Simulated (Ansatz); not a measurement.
## Nb (Im-3m): band-structure transport figures

Input:

```yaml
crystal:
  lattice:
    - [-1.63600, 1.63600, 1.63600]
    - [1.63600, -1.63600, 1.63600]
    - [1.63600, 1.63600, -1.63600]
  atoms:
    - { symbol: Nb, position: [0.00000, 0.00000, 0.00000] }
```

The numbers are results of PBEsol with spin-orbit coupling, rigid bands (plane waves, PAW; Ansatz, a quantum-chemistry and plane-wave program), not measurements. Condition of this run: spin-orbit coupling switched on. Cell: cell and atoms relaxed with PBEsol.

- density of states at the Fermi level: 1.43 states/(eV·cell), both spins
- bare Sommerfeld coefficient: 3.4 mJ/(mol of atoms·K²)
- Drude plasma energy: 9.4 eV
- root-mean-square Fermi velocity: 6.4e5 m/s
- resistivity times τ: 5.6 ×10⁻²² Ω·m·s
- resistivity times mean free path: 3.8 ×10⁻¹⁶ Ω·m²

A metal at this level (no band gap); rigid bands, thermally averaged at 300 K, both spins. τ is one relaxation time for all states; the product of resistivity and mean free path takes one path for all states instead.
